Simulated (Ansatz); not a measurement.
The reference is BeS in the zinc blende structure (space group F-43m, No. 216; a = 4.796 Å). Axes: x, y, z lie along the cube axes.

Computed with LDA, PAW, 420 eV (Ansatz, an electronic-structure program; no spin-orbit coupling).

For the base:

| Item | Value |
|---|---|
| Valence-band top at Γ | 0.00, 0.00, 0.00 eV |
| Pressure | 0.00 GPa |

It is then changed as follows: the cell is compressed by 2.00 % along z with no lateral relaxation, atoms relaxed at fixed cell.

Problem. What does the calculation give for the valence-band top at Γ after the change?

Solution. The valence-band top at Γ (three highest levels, from the VBM) goes from 0.00, 0.00, 0.00 eV to 0.00, -0.11, -0.11 eV.

Problem. Estimate the effect on the energy relative to the base.

Solution. The energy increases by 2.9 meV/atom.

Problem. Estimate the effect on the pressure.

Solution. The pressure (mean of the normal stresses, compression positive) goes from zero to 2.13 GPa.

The levels and masses belong to the bands next to the band gap. The cells carry an imposed strain or load. No phonon test of stability was made.
